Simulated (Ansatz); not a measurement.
Consider Cu in the fcc (Cu type) structure (space group Fm-3m, No. 225; a = 3.577 Å; relaxed with 0.1 eV smearing). Axes: x, y, z lie along the cube axes.

Calculations: Ansatz (a quantum-chemistry and plane-wave program), r2SCAN, PAW, cutoff 500 eV, no SOC.

Before the change:

```
Item                            Result
-----------------------------  -------
Shortest interatomic distance  2.529 Å
```

It is then changed as follows: biaxial strain +2.08 %, plane normal [111], relaxed out of plane (Cartesian); in-plane vectors clamped, the third vector and the atoms free.

Problem. How does this affect the ratio −ε⊥/ε∥ and shortest interatomic distance?

Solution. The ratio −ε⊥/ε∥ comes out as 0.72; the shortest interatomic distance drops by 0.007 Å to 2.522 Å.

No phonon test of stability was made. All final runs are without spin polarisation.
